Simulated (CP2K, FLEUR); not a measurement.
A FLEUR input for a self-consistent single point of CsAu (Pm-3m, 2 atoms in the cell) (DFT, PBEsol, all-electron FLAPW (FLEUR), scalar-relativistic valence):

Input of the input generator:

```
scf CsAu
&input film=f /
1.0000000000 0.0000000000 0.0000000000
0.0000000000 1.0000000000 0.0000000000
0.0000000000 0.0000000000 1.0000000000
7.7467413856
1.0 1.0 1.0

2
55 0.0000000000 0.0000000000 0.0000000000
79 0.5000000000 0.5000000000 0.5000000000

&comp jspins=1 /
&exco xctyp='PBEs' /
&kpt div1=6 div2=6 div3=6 gamma=t /
&end /
```

```xml
<?xml version="1.0" encoding="UTF-8" standalone="no"?>
<fleurInput fleurInputVersion="0.39">
   <comment>
      scf CsAu                                                                                            
   </comment>
   <calculationSetup>
      <cutoffs Kmax="3.8" Gmax="15.2" GmaxXC="15.2" numbands="0"/>
      <scfLoop itmax="100" minDistance="0.00001" maxIterBroyd="25" imix="Anderson" alpha="0.05" precondParam="0.0" spinf="2.0"/>
      <coreElectrons ctail="T" frcor="F" kcrel="0" coretail_lmax="0"/>
      <xcFunctional name="PBEs" relativisticCorrections="F"/>
      <magnetism jspins="1"/>
      <soc l_soc="F" theta="0.0" phi="0.0" spav="F"/>
      <expertModes spex="0" secvar="F"/>
      <geometryOptimization l_f="T" forcealpha="1.0" forcemix="BFGS" epsdisp="0.00001" epsforce="0.00001"/>
      <ldaU l_linMix="F" mixParam="0.05" spinf="1.0"/>
   </calculationSetup>
   <cell>
      <bzIntegration valenceElectrons="26.0" mode="hist" fermiSmearingEnergy="0.00183747">
         <kPointListSelection listName="default-1"/>
         <!-- k-points included here -->
         <xi:include xmlns:xi="http://www.w3.org/2001/XInclude" href="kpts.xml"> </xi:include>
      </bzIntegration>
      <!-- symmetry operations included here -->
      <xi:include xmlns:xi="http://www.w3.org/2001/XInclude" href="sym.xml"> </xi:include>
      <bulkLattice scale="1.0">
         <bravaisMatrix>
            <row-1>    7.7467413856000000     0.0000000000000000     0.0000000000000000</row-1>
            <row-2>    0.0000000000000000     7.7467413856000000     0.0000000000000000</row-2>
            <row-3>    0.0000000000000000     0.0000000000000000     7.7467413856000000</row-3>
         </bravaisMatrix>
      </bulkLattice>
   </cell>
   <atomSpecies>
      <species name="Cesium (Cs)" element="Cs" atomicNumber="55">
         <mtSphere radius="2.68" gridPoints="925" logIncrement="0.014"/>
         <atomicCutoffs lmax="10" lnonsphr="8"/>
         <electronConfig flipSpins="F">
            <coreConfig>(1s1/2) (2s1/2) (2p1/2) (2p3/2) (3s1/2) (3p1/2) (3p3/2) (4s1/2) (3d3/2) (3d5/2) (4p1/2) (4p3/2) (4d3/2) (4d5/2)</coreConfig>
            <valenceConfig>(5s1/2) (5p1/2) (5p3/2) (6s1/2)</valenceConfig>
            <stateOccupation state="(6s1/2)" spinUp="0.5" spinDown="0.5"/>
         </electronConfig>
         <energyParameters s="6" p="6" d="5" f="4"/>
         <lo type="SCLO" l="0" n="5" eDeriv="0"/>
         <lo type="SCLO" l="1" n="5" eDeriv="0"/>
      </species>
      <species name="Gold (Au)" element="Au" atomicNumber="79">
         <mtSphere radius="2.68" gridPoints="925" logIncrement="0.015"/>
         <atomicCutoffs lmax="10" lnonsphr="8"/>
         <electronConfig flipSpins="F">
            <coreConfig>(1s1/2) (2s1/2) (2p1/2) (2p3/2) (3s1/2) (3p1/2) (3p3/2) (4s1/2) (3d3/2) (3d5/2) (4p1/2) (4p3/2) (5s1/2) (4d3/2) (4d5/2) (4f5/2) (4f7/2)</coreConfig>
            <valenceConfig>(5p1/2) (5p3/2) (6s1/2) (5d3/2) (5d5/2)</valenceConfig>
            <stateOccupation state="(6s1/2)" spinUp="0.5" spinDown="0.5"/>
         </electronConfig>
         <energyParameters s="6" p="6" d="5" f="5"/>
         <lo type="SCLO" l="1" n="5" eDeriv="0"/>
      </species>
   </atomSpecies>
   <atomGroups>
      <atomGroup species="Cesium (Cs)">
         <relPos label="                   1">.0000000000 .0000000000 .0000000000</relPos>
         <force calculate="T" relaxXYZ="TTT"/>
      </atomGroup>
      <atomGroup species="Gold (Au)">
         <relPos label="                   2">1.000/2.000 1.000/2.000 1.000/2.000</relPos>
         <force calculate="T" relaxXYZ="TTT"/>
      </atomGroup>
   </atomGroups>
   <output dos="F" band="F" slice="F">
      <checks vchk="F" cdinf="F"/>
      <bandDOS minEnergy="-.5*Htr" maxEnergy="0.5*Htr" sigma="0.015" storeEVData="T"/>
      <vacuumDOS vacdos="F" integ="F" star="F" nstars="0" locx1="0.0" locy1="0.0" locx2="0.0" locy2="0.0" nstm="0" tworkf="0.0"/>
      <unfoldingBand unfoldBand="F" supercellX="1" supercellY="1" supercellZ="1"/>
      <plotting iplot="0" polar="F">
         <plot TwoD="T" vec1="  1.0  0.0  0.0" vec2="  0.0  1.0  0.0" vec3="  0.0  0.0  1.0" zero="  0.0  0.0  0.0" file="plot"/>
      </plotting>
      <chargeDensitySlicing numkpt="0" minEigenval="0.0" maxEigenval="0.0" nnne="0" pallst="F"/>
      <specialOutput eonly="F"/>
      <magneticCircularDichroism mcd="F" energyLo="-10.0" energyUp="0.0"/>
   </output>
  <!-- We include the file relax.xml here to enable relaxations (see documentation) -->
  <xi:include xmlns:xi="http://www.w3.org/2001/XInclude" href="relax.xml"> <xi:fallback/> </xi:include>
</fleurInput>
```

Write the same calculation as an input for CP2K.

One input that does it (others would too):

```
&GLOBAL
  PROJECT bulk
  RUN_TYPE ENERGY_FORCE
  PRINT_LEVEL LOW
&END GLOBAL
&FORCE_EVAL
  METHOD Quickstep
  STRESS_TENSOR ANALYTICAL
  &DFT
    BASIS_SET_FILE_NAME BASIS_MOLOPT
    POTENTIAL_FILE_NAME GTH_POTENTIALS
    &QS
      METHOD GPW
      EPS_DEFAULT 1E-10
    &END QS
    &MGRID
      CUTOFF 500
      REL_CUTOFF 40
      NGRIDS 5
    &END MGRID
    &SCF
      SCF_GUESS ATOMIC
      EPS_SCF 1E-6
      MAX_SCF 100
      ADDED_MOS 5
      &DIAGONALIZATION
        ALGORITHM STANDARD
      &END DIAGONALIZATION
      &MIXING
        METHOD BROYDEN_MIXING
        ALPHA 0.2
        NBUFFER 12
        BETA 1
      &END MIXING
      &SMEAR ON
        METHOD FERMI_DIRAC
        ELECTRONIC_TEMPERATURE [K] 580.23
      &END SMEAR
    &END SCF
    &KPOINTS
      SCHEME MONKHORST-PACK 6 6 6
      GAMMA_CENTERED T
    &END KPOINTS
    &XC
      &XC_FUNCTIONAL
        &PBE
          PARAMETRIZATION PBESOL
        &END PBE
      &END XC_FUNCTIONAL
    &END XC
    &PRINT
      &MO
        EIGENVALUES T
        OCCUPATION_NUMBERS T
        NDIGITS 8
        FILENAME mo
        &EACH
          QS_SCF 0
        &END EACH
        ADD_LAST NUMERIC
      &END MO
      &MULLIKEN OFF
      &END MULLIKEN
    &END PRINT
  &END DFT
  &SUBSYS
    &CELL
      A 4.09939900 0.00000000 0.00000000
      B 0.00000000 4.09939900 0.00000000
      C 0.00000000 0.00000000 4.09939900
      PERIODIC XYZ
    &END CELL
    &COORD
      Cs       0.00000000     0.00000000     0.00000000
      Au       2.04969950     2.04969950     2.04969950
    &END COORD
    &KIND Cs
      BASIS_SET DZVP-MOLOPT-SR-GTH
      POTENTIAL GTH-PBE-q9
    &END KIND
    &KIND Au
      BASIS_SET DZVP-MOLOPT-SR-GTH
      POTENTIAL GTH-PBE-q11
    &END KIND
  &END SUBSYS
  &PRINT
    &FORCES ON
    &END FORCES
    &STRESS_TENSOR ON
    &END STRESS_TENSOR
  &END PRINT
&END FORCE_EVAL
```

Basis, cutoffs, solver keys and any potentials are the target program's own. This input uses DFT PBEsol, GPW, DZVP-MOLOPT-SR-GTH basis, GTH-PBE potentials (GTH_POTENTIALS).

The starting cell comes from a database of computed structures (which also holds hypothetical and non-ambient phases and stackings), without a prior relaxation at this level. Its lattice was rescaled by a random factor within 2.5 % of one. For this run, on top of that: lattice scaled by 0.98.
